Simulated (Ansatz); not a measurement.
**What isotropic strain +0.86 % does to YN**

Start from YN in the rock salt structure (space group Fm-3m, No. 225; a = 4.896 Å).

Modification: every lattice vector is stretched by 0.86 %, atoms relaxed at fixed cell.

The values are results of r2SCAN in Ansatz (plane waves to 500 eV, PAW, spin-orbit coupling left out), not measurements. Γ-centred 12×12×12 mesh, Fermi–Dirac width 0.05 eV.

The volume per atom grows by 0.38 Å³, from 14.67 Å³ to 15.05 Å³ and the space group stays Fm-3m (No. 225). The shortest interatomic distance grows by 0.021 Å to 2.469 Å and the energy increases by 5.0 meV/atom. The pressure goes from zero to -4.13 GPa and the band gap rises by 0.04 eV to 0.62 eV. The gap character remains indirect, Γ → X and the smallest direct gap increases by 0.06 eV, from 0.98 eV to 1.04 eV. The mean gap deformation potential ΔEg/Δln V amounts to +1.6 eV and the width of the top valence band drops by 0.07 eV (2.28 eV → 2.21 eV). The electron mass goes from 1.3 mₑ along k, 0.15 mₑ across (at X) to 1.3 mₑ along k, 0.16 mₑ across (at X) and the hole mass (degenerate bands, along [100]) remains 0.17, 1.1, 1.1 mₑ (at Γ).

Cost of the whole job for the changed cell (relaxation, final SCF and bands): very roughly 24 core-seconds.

Masses are band curvatures over ±0.01 Å⁻¹ around the edge. Along k means along the line from Γ to the band edge. Whether these cells are dynamically stable was not tested.

Ansatz is a quantum-chemistry and plane-wave program.
